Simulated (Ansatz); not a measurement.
Input and output of a dielectric-response calculation for Sr3BiN (Pm-3m, 5 atoms in the cell) (Ansatz, a program for electronic structure).

Level of theory: LDA (PW92), default PAW files made with PBE (plane waves; Ansatz).

```xyz
5
Lattice="5.2088 0.0000 0.0000 0.0000 5.2088 0.0000 0.0000 0.0000 5.2088" Properties=species:S:1:pos:R:3 pbc="T T T"
Sr     2.6044     2.6044     0.0000
Sr     0.0000     2.6044     2.6044
Sr     2.6044     0.0000     2.6044
Bi     0.0000     0.0000     0.0000
N      2.6044     2.6044     2.6044
```

Reference input (self-consistent single point, DFT, LDA (PW92), plane waves, default PAW files made with PBE): basis.ecutwfc = 420 eV; kpoints.mp_grid.grid = 5 5 5; hamiltonian.xc = lda; hamiltonian.pseudopotentials = {kind: paw} (the program's default PAW files); scf.occupations.method = fermi_dirac; scf.occupations.width = 0.01 eV. This run's input differs from it in these lines:

Ansatz 0.2 input:
```diff
@@ -13,3 +13,3 @@
 basis:
-  ecutwfc: 420.0
+  ecutwfc: 335.0
 kpoints:
@@ -20,7 +20,4 @@
 scf:
-  occupations: { method: fermi_dirac, width: 0.01 }
-output:
-  forces: true
-  eigenvalues: true
-  stress: true
+  occupations: { method: fixed }
+dielectric: {}
```

Output (repeated stretches shortened):

```
SCF iter   1: F=—  HF=-22797.569061 eV  |F-HF|=—  |Δ(HF+E_count)|=         —  Δρ=8.64e-3  dr2=1.24e-1  ethr=1.77e-3  ⟨swp⟩=5.1  Hψ=2159  notcnv=0  defer=35
all-band conjugate gradients solve this SCF's bands
preconditioner: auto → Resta (q_TF=auto, 2.294 Å⁻¹)
SCF iter   2: F=—  HF=-22797.556245 eV  |F-HF|=—  |Δ(HF+E_count)|=   1.28e-2  Δρ=5.84e-3  dr2=5.76e-2  ethr=2.48e-4  ⟨swp⟩=2.7  Hψ=887  notcnv=0  defer=47
   [... lines left out ...]
SCF iter   6: F=—  HF=-22797.546465 eV  |F-HF|=—  |Δ(HF+E_count)|=   2.23e-5  Δρ=2.40e-5  dr2=4.29e-7  ethr=6.69e-9  ⟨swp⟩=2.0  Hψ=963  notcnv=0  defer=22
SCF iter   7: F=—  HF=-22797.546464 eV  |F-HF|=—  |Δ(HF+E_count)|=   6.70e-9  Δρ=5.46e-6  dr2=3.74e-8  ethr=8.59e-10  ⟨swp⟩=2.2  Hψ=875  notcnv=0  defer=22
SCF iter   8: F=—  HF=-22797.546464 eV  |F-HF|=—  |Δ(HF+E_count)|=   9.44e-9  Δρ=8.81e-7  dr2=6.36e-10  ethr=7.48e-11  ⟨swp⟩=2.0  Hψ=918  notcnv=0  defer=22
SCF iter   9: F=-22797.546464 eV  HF=-22797.546464 eV  |F-HF|=7.28e-11  |Δ(HF+E_count)|=  5.09e-11  Δρ=1.96e-7  dr2=8.57e-11  ethr=1.00e-12  ⟨swp⟩=11.7  Hψ=2774  notcnv=0
SCF 1 converged in 9 iterations: F = -22797.546464 eV  dr2 = 8.57e-11
DFPT response loops at Γ: preconditioner auto → Resta (q_TF=auto, 2.294 Å⁻¹)  ε∞=16.2 (no band partly filled) …
── the response to a field inside a basis, on 10×10×10 k-points: an SCF that follows is theirs, and a resumed run solves both again ──
Crystal: 5 atoms, lattice volume = 141.320 Å³
Bands: 26, of which v1, the nominal top of the filled ones, is band 25 counted from 1 (24 counted from 0)
k-points: 35
Initial density: handed on by an earlier stage of this run
Initial wavefunctions: pseudopotential atomic-orbital guess (no wavefunctions were taken with the density)
Eigensolver: Dense (35 Hₖ)
   [... lines left out ...]
Free energy (F): -22797.546464 eV
Fermi energy:    8.608502 eV
   [... lines left out ...]
         0.00000    0.00000   -3.43000
    site 4:
        -4.56226   -0.00000   -0.00000
         0.00000   -4.56226    0.00000
         0.00000    0.00000   -4.56226
  Z* charge neutrality: 6.489e-3 e pre-enforcement
  solved inside a basis spanned on kpoints, on 10×10×10 k-points transformed towards the longest dipole …
```

The run converged in 14 iterations. 

Summary of the result:
```
Quantity                                                                                                                         Value
----------------------------------------------------------------------------------------  --------------------------------------------
Free energy E − TS (on the zero of these files)                                                                         -22797.5465 eV
Top of the valence band (on the code's own zero)                                                                               8.61 eV
Gap on the k-point mesh                                                                                                        0.23 eV
ε∞ at this k-point mesh, which may be far from converged in small-gap cells (xx, yy, zz)                              13.8, 13.8, 13.8
Born charges at this mesh (mean of the diagonal, e)                                       Sr 2.66, Sr 2.66, Sr 2.66, Bi -3.43, N -4.56
```

The starting cell comes from a database of computed structures (which also holds hypothetical and non-ambient phases and stackings), without a prior relaxation at this level. Its lattice was rescaled by up to half a per cent. Spin-orbit coupling is off. The cutoff lies below the one recommended for these files.

Cost on one core of a shared machine: roughly 30 s.
